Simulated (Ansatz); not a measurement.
Worked example: self-consistent single point of CrB4 (Imm2, 5 atoms in the cell) in Ansatz (a first-principles code).

Level of theory: PBEsol, default PAW files made with PBE (plane waves; Ansatz).

```
CrB4
1.0
   -1.42058     2.35917     2.72173
    1.42058    -2.35917     2.72173
    1.42058     2.35917    -2.72173
Cr B
1 4
Cartesian
  0.00000   0.00000   0.05000
  0.00000   0.92418   1.86237
  1.42058   1.43499   0.85936
  1.42058   1.43499  -0.85936
  0.00000   0.92418   3.58109
```

Reference input (self-consistent single point, DFT, PBEsol, plane waves, default PAW files made with PBE): basis.ecutwfc = 30.9 Ry; kpoints.mp_grid.grid = 10 10 10; hamiltonian.xc = pbesol; hamiltonian.pseudopotentials = {kind: paw} (the program's default PAW files); scf.occupations.method = gaussian; scf.occupations.width = 0.0073 Ry. This run's input differs from it in these lines:

Ansatz 0.2 input:
```diff
@@ -14,3 +14,3 @@
 kpoints:
-  mp_grid: { grid: [10, 10, 10] }
+  mp_grid: { grid: [8, 8, 8] }
 hamiltonian:
@@ -19,3 +19,3 @@
 scf:
-  occupations: { method: gaussian, width: 0.0073 Ry }
+  occupations: { method: gaussian, width: 0.0015 Ry }
 output:
```

Output (repeated stretches shortened):

```
SCF iter   1: F=—  HF=-3961.586770 eV  |F-HF|=—  |Δ(HF+E_count)|=         —  Δρ=1.66e-2  dr2=1.33e-1  ethr=1.77e-3  ⟨swp⟩=6.6  Hψ=8414  notcnv=0
all-band conjugate gradients solve this SCF's bands
preconditioner: auto → Kerker (q_TF=auto, 2.578 Å⁻¹)
SCF iter   2: F=—  HF=-3961.572873 eV  |F-HF|=—  |Δ(HF+E_count)|=   1.39e-2  Δρ=8.94e-3  dr2=4.28e-2  ethr=5.10e-4  ⟨swp⟩=1.0  Hψ=2470  notcnv=0
   [... lines left out ...]
SCF iter   4: F=—  HF=-3961.565867 eV  |F-HF|=—  |Δ(HF+E_count)|=   1.41e-4  Δρ=3.67e-4  dr2=3.94e-5  ethr=5.35e-6  ⟨swp⟩=2.1  Hψ=2099  notcnv=0  defer=92
SCF iter   5: F=—  HF=-3961.565870 eV  |F-HF|=—  |Δ(HF+E_count)|=   2.93e-6  Δρ=1.03e-4  dr2=3.89e-6  ethr=1.52e-7  ⟨swp⟩=2.2  Hψ=2318  notcnv=0  defer=92
SCF iter   6: F=—  HF=-3961.565870 eV  |F-HF|=—  |Δ(HF+E_count)|=   1.06e-7  Δρ=3.03e-5  dr2=4.83e-7  ethr=1.50e-8  ⟨swp⟩=2.7  Hψ=2667  notcnv=0  defer=92
SCF iter   7: F=-3961.565870 eV  HF=-3961.565870 eV  |F-HF|=1.41e-8  |Δ(HF+E_count)|=   3.11e-8  Δρ=7.32e-6  dr2=2.77e-8  ethr=3.85e-10  ⟨swp⟩=8.2  Hψ=7114  notcnv=0
SCF 1 converged in 7 iterations: F = -3961.565870 eV  dr2 = 2.77e-8
Free energy (F): -3961.565870 eV
Internal energy: -3961.565636 eV  (E = F + TS)
E sigma→0 (E₀):  -3961.565753 eV
Entropy (-TS):   -0.000234 eV (-0.047 meV/atom)
Fermi energy:    13.938869 eV
--- Forces (eV/Å), atoms counted from 1 ---
  atom   1  Cr     0.00000000    -0.00000000    -1.23250514
  atom   2  B      0.00000000     0.14367106     0.31416209
  atom   3  B     -0.00000000     0.10307504     0.30209906
  atom   4  B      0.00000000    -0.14367106     0.31416209
  atom   5  B     -0.00000000    -0.10307504     0.30209906
--- Stress (GPa, compression-positive) ---
       -2.216308       0.000000       0.000000
        0.000000      -1.100221      -0.000000
        0.000000      -0.000000       3.809371
  P = ⅓ Tr σ = 0.1643 GPa (1.643 kbar)
  The stress holds the Pulay correction. Without it, at fixed plane waves, as pw.x and ABINIT print it: P = -0.1091 GPa
```

The run converged in 7 iterations. Against the reference run the free energy stays essentially unchanged (within 1 meV/atom), the pressure hardly changes (0.14 to 0.16 GPa) and the largest force goes from 1.255 to 1.233 eV/Å.

The starting cell comes from a database of computed structures (which also holds hypothetical and non-ambient phases and stackings), without a prior relaxation at this level. Its lattice was rescaled by up to half a per cent. One atom was moved a little off its site on purpose. Spin polarisation is off. Forces in this geometry exceed 1 eV/Å. Ansatz's pressure includes its estimate of the finite-basis (Pulay) stress.
